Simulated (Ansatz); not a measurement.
Problem. Name crystals whose electron-phonon coupling λ lies between 0.32 and 0.5 and whose logarithmic mean phonon energy lies between 17.2 and 27 meV, by PBEsol, DFPT electron-phonon coupling, linearised Boltzmann equation (Ansatz, a program for electronic structure).

Solution. Many crystals can fit; among those computed here:
- Mo (Im-3m): 0.43, 23 meV
- Ru (P6_3/mmc): 0.44, 24 meV
- CoSi₂ (Fm-3m): 0.38, 26 meV
- ZrRh3 (Pm-3m): 0.39, 19.1 meV
- TaSi2 (P6_422): 0.38, 23 meV

Metals; harmonic phonons. Halving the electron mesh moves these values by up to 3 %; q meshes are mostly untested. Some of the runs warned that the eigensolver left states short of its tolerance. Spin-orbit coupling is left out.

Formula and space group known from diffraction (Crystallography Open Database), not checked to be the room-temperature form: ZrRh3 (Pm-3m). Treated as nonmagnetic (a ferromagnetic start lost its moment, other orders weren't tried): CoSi2 (Fm-3m). The missing spin-orbit coupling matters most for TaSi2 (P6_422).
